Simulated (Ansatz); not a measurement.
## A computed series for C: point defects

Start from a 16-atom supercell of C in the diamond structure (space group Fd-3m, No. 227; a = 3.5603 Å) at its relaxed geometry.

One neutral defect a cell, atoms relaxed at fixed cell.

Calculations: r2SCAN/PAW in Ansatz (a first-principles code), spin-orbit coupling left out.

```tsv
variant	largest displacement of a host atom from its site in the perfect cell	pressure
perfect supercell	–	0.0 GPa
Li interstitial (started 1.45 Å from the nearest host atom), symmetric start	0.07 Å	32.1 GPa
C vacancy, symmetric start	0.11 Å	-0.5 GPa
Se on a C site	0.21 Å	69.0 GPa
B on a C site	0.03 Å	8.9 GPa
Ru on a C site, symmetric start	0.19 Å	72.5 GPa
```

Other magnetic orders, which the real material may have, were not ruled out. The cell is small, so the values are those of an ordered compound at a high defect concentration; dilute-limit values will differ. A case with no gap was solved on a k-mesh chosen for an insulator, which is coarse for it. Defects with a symmetric start kept the site's symmetry and may sit on a saddle; the others started slightly shaken. Starting moments died away, wholly or in part, for Li interstitial (started 1.45 Å from the nearest host atom), C vacancy, Se on a C site and B on a C site and more; another magnetic solution may exist.
